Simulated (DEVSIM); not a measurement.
Structure: Schottky contact on n-type β-Ga2O3, at 300 K.

| layer (left to right) | material | thickness (μm) | Nd (cm⁻³) | τn (s) | τp (s) |
|---|---|---|---|---|---|
| 1 | β-Ga2O3 | 15.0 | 6e15 | 1.8e-8 | 1.8e-8 |

Left contact: Schottky, work function 5.73 eV, emission velocity 4.3e6 cm/s. Right contact: ohmic. Voltage is applied to the left contact. Recombination: SRH at mid-gap, Auger. Mobility is μmin + (μ − μmin)/(1 + (N/Nref)^α).

This is a model device: material constants are rounded textbook-type values typed into the input, and sizes, dopings and lifetimes were drawn at random. Values at 300 K.

| parameter | β-Ga2O3 |
|---|---|
| gap (eV) | 4.8 |
| affinity (eV) | 4 |
| permittivity | 10 |
| Nc (cm⁻³) | 3.7e18 |
| Nv (cm⁻³) | 5e20 |
| μn (cm²/Vs) | 160 |
| μp (cm²/Vs) | 1 |
| μn,min | 20 |
| μp,min | 0.1 |
| Nref,n | 1e18 |
| Nref,p | 1e18 |
| αn | 0.8 |
| αp | 0.8 |
| Cn (cm⁶/s) | 1e-31 |
| Cp (cm⁶/s) | 1e-31 |

Model (solved in DEVSIM): 1D drift-diffusion, Boltzmann statistics, complete ionisation; no tunnelling, impact ionisation, image-force lowering or self-heating. Metal contacts follow the ideal Schottky-Mott rule: no Fermi-level pinning, no interface dipoles.

Task: Give the small-signal capacitance in reverse bias (quasi-static).

Result: 
```json
[
 {"V (V)": "-0.4", "C (nF/cm²)": "14.8"},
 {"V (V)": "-1", "C (nF/cm²)": "12.9"},
 {"V (V)": "-2", "C (nF/cm²)": "11.0"},
 {"V (V)": "-3", "C (nF/cm²)": "9.68"},
 {"V (V)": "-4", "C (nF/cm²)": "8.77"},
 {"V (V)": "-6", "C (nF/cm²)": "7.51"},
 {"V (V)": "-8", "C (nF/cm²)": "6.68"},
 {"V (V)": "-10", "C (nF/cm²)": "6.07"},
 {"V (V)": "-13", "C (nF/cm²)": "5.41"},
 {"V (V)": "-16", "C (nF/cm²)": "4.93"},
 {"V (V)": "-20", "C (nF/cm²)": "4.45"}
]
```
